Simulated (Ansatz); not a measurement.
# A short convergence ladder for LaNi2Ge2 (I4/mmm, 5 atoms in the cell)

```yaml
crystal:
  lattice:
    - [-2.09844, 2.09844, 4.95560]
    - [2.09844, -2.09844, 4.95560]
    - [2.09844, 2.09844, -4.95560]
  atoms:
    - { symbol: La, position: [0.00000, 0.00000, 0.00000] }
    - { symbol: Ni, position: [0.25000, 0.75000, 0.50000] }
    - { symbol: Ni, position: [0.75000, 0.25000, 0.50000] }
    - { symbol: Ge, position: [0.63661, 0.63661, 0.00000] }
    - { symbol: Ge, position: [0.36339, 0.36339, 0.00000] }
```

Base method: LDA (PW92), default PAW files made with PBE (plane waves; Ansatz, a quantum-chemistry and plane-wave program).

Base settings: basis.ecutwfc = 420 eV; kpoints.mp_grid.grid = 9 9 9; hamiltonian.xc = lda; hamiltonian.pseudopotentials = {kind: paw} (the program's default PAW files); scf.occupations.method = gaussian; scf.occupations.width = 0.1 eV.

Core times come from one kind of shared machine, to one figure; runs under 30 s give none.

**The force threshold of a relaxation**

On LaNi2Ge2 (I4mm, 5 atoms in the cell): one atom moved by 0.15 angstrom.

In this ladder: relax = atoms.

The mesh stays at the base's, so the ladder's end is converged at best in this setting alone.

Only quantities that move along the ladder and can be compared are tabulated.

```tsv
relax.f_tol	free energy less the last step's (meV/atom)	largest force left (eV/Å)	relaxation steps	core time / last (rough)
0.2 eV/Å	0.28	0.1139	3	0.7
0.05 eV/Å	0.00	0.0011	4	0.8
0.02 eV/Å	0.00	0.0005	5	0.9
0.001 eV/Å	0.00	0.0006	5	1
```

Coarsest relax.f_tol that holds the largest force left within 0.01 eV/Å of the last step, with all finer ones: 0.05 eV/Å; the step before is off by 0.11 eV/Å.

Coarsest relax.f_tol that holds the free energy within 0.05 meV/atom of the last step, with all finer ones: 0.05 eV/Å; the step before is off by 0.28 meV/atom.

On the base run: the starting cell comes from a database of computed structures (which also holds hypothetical and non-ambient phases and stackings), without a prior relaxation at this level. Its lattice was rescaled by up to half a per cent. Spin polarisation is off. In the base run, with a pressure of about -7 GPa the cell is away from its equilibrium volume at this level.

Keys are those of Ansatz 0.2.
